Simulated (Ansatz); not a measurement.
**Hypothetical CsCl type TiSb, pressure series**

The reference is TiSb in the CsCl type structure (space group Pm-3m, No. 221; a = 3.405 Å; a hypothetical phase, not in the database extracts checked).

Cell and atoms are relaxed at each pressure.

All numbers come from Ansatz (an electronic-structure program) r2SCAN, without spin-orbit coupling.

```csv
P (GPa),V (Å³/atom)
-2.01,20.149
-1.01,19.939
0.90,19.568
2.09,19.354
4.49,18.959
8.98,18.316
15.00,17.601
22.48,16.872
29.99,16.262
```

A third-order Birch–Murnaghan fit to these points gives V₀ = 19.74 Å³/atom, B₀ = 103 GPa and B₀′ = 4.2. At pressure 30 GPa the volume is 82.4 % of V₀.

Load acts through the strain it causes; cell and atoms are relaxed under it. Stability against distortions was not tested. Competing high-pressure phases were not computed. All final runs are without spin polarisation. An odd electron count without spin: TiSb. TiSb has a high density of states at the Fermi level and may be magnetic at this level.
